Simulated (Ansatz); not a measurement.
Consider the following.

```
BeSe
1.0
    0.01462     2.56445     2.56445
    2.56445     0.01462     2.56445
    2.57907     2.57907     0.00000
Be Se
1 1
Direct
  0.00068   0.00068   0.99932
  0.24932   0.24932   0.25068
```

No spin polarisation.

The values are results of PBEsol (Ansatz, a quantum-chemistry and plane-wave program), scalar-relativistic without spin-orbit coupling, not measurements. Γ-centred 11×11×11 mesh, Fermi–Dirac width 0.05 eV.

Question: Predict the band gap, pressure and valence-band top at Γ.

Answer: 
* **Band gap**: 2.42 eV
* **Pressure (mean of the normal stresses, compression positive)**: 0.00 GPa
* **Valence-band top at Γ (three highest levels, from the VBM)**: 0.00, -0.05, -0.09 eV

The cells carry an imposed strain or load. Stability against distortions was not tested. The cell was made from BeSe in the zinc blende structure (space group F-43m, No. 216) by this change: tensor shear ε_xy = +0.57 %.
